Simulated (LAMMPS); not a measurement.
Molecular dynamics of HgSe (zinc blende), a cell 112 Å long along the (110) normal (2496 atoms) with 64 % of it melted and the whole then held at 630 K and zero normal pressure.

Computed with classical MD, pair style sw, file CdTeZnSeHgS0.sw, run in LAMMPS.

| t (ps) | crystalline share |
|---|---|
| 0.000 | 0.359 |
| 15.00 | 0.377 |
| 30.00 | 0.393 |
| 45.00 | 0.405 |
| 60.00 | 0.423 |
| 75.00 | 0.440 |
| 90.00 | 0.448 |
| 105.0 | 0.459 |
| 120.0 | 0.473 |
| 135.0 | 0.490 |
| 150.0 | 0.496 |
| 165.0 | 0.513 |
| 180.0 | 0.524 |
| 195.0 | 0.536 |
| 210.0 | 0.548 |
| 225.0 | 0.559 |
| 240.0 | 0.571 |
| 255.0 | 0.573 |
| 270.0 | 0.590 |
| 285.0 | 0.589 |
| 300.0 | 0.597 |
| 315.0 | 0.621 |
| 330.0 | 0.616 |
| 345.0 | 0.641 |
| 360.0 | 0.650 |
| 375.0 | 0.650 |
| 390.0 | 0.663 |
| 405.0 | 0.668 |
| 420.0 | 0.667 |
| 435.0 | 0.683 |
| 450.0 | 0.686 |
| 465.0 | 0.694 |
| 480.0 | 0.702 |
| 495.0 | 0.716 |
| 510.0 | 0.730 |
| 525.0 | 0.740 |
| 540.0 | 0.761 |
| 555.0 | 0.782 |
| 570.0 | 0.795 |
| 585.0 | 0.816 |
| 600.0 | 0.819 |

Question: Extract the interface speed (growth positive), the direction.

Answer: The speed of each of the two interfaces is the slope of the share times half the cell length. interface speed (growth positive): 4.0 ± 0.1 m/s; direction: the crystal grows.

Caution: the real compound melts congruently only under the pressure of its own vapour and loses its more volatile element when open.
